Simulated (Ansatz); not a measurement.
Functionals compared on CH3 on the 1x1 (111) surface of fcc Au (the real clean face reconstructs), one in a 2x2 cell, started at the site 'bridge Au-Au (span 2.9 Å)', in Ansatz (plane waves, PAW). The structure was relaxed with PBE; the other rows are single points on it, each with its references at the same level. Cutoff 420 eV (500 eV for r2SCAN).

Model: 20-atom slab, 7.2 Å thick at the start under the adsorbate (thin: gaps and levels are the slab's own), 6x6x1 mesh, Fermi-Dirac 0.1 eV, dipole correction, 8 atoms held, the rest relaxed; no symmetry held; spin-polarised, no spin-orbit, no U, no dispersion correction. The starting moment vanished. At the end it is bonded to Au. In PBE it is, or lies within 0.03 eV of, the lowest of the starts that converged. These notes are the PBE run's. r2SCAN: The program's check for a lower electronic state was not made. Adsorption energies are against CH4(g) − ½ H2(g). A negative adsorption energy means that the adsorbate is more stable on the surface than in its reference.

```
functional  adsorption energy (eV)  work function of the top face (eV)  change of the work function (eV)  magnetic moment of the cell (μB)          rough cost of the single point
----------  ----------------------  ----------------------------------  --------------------------------  --------------------------------  --------------------------------------
PBE                           1.20                                4.52                             -0.60                              0.00                                       –
RPBE                           ___                                 ___                               ___                              0.00  about 12 core-minutes (a rough figure)
r2SCAN                        1.12                                4.52                             -0.62                              0.00            very roughly 21 core-minutes
```

### Question
What belongs in the gaps?

### Answer

- RPBE, adsorption energy (eV): 1.35
- RPBE, work function of the top face (eV): 4.41
- RPBE, change of the work function (eV): -0.53

Ansatz is a program for electronic structure.
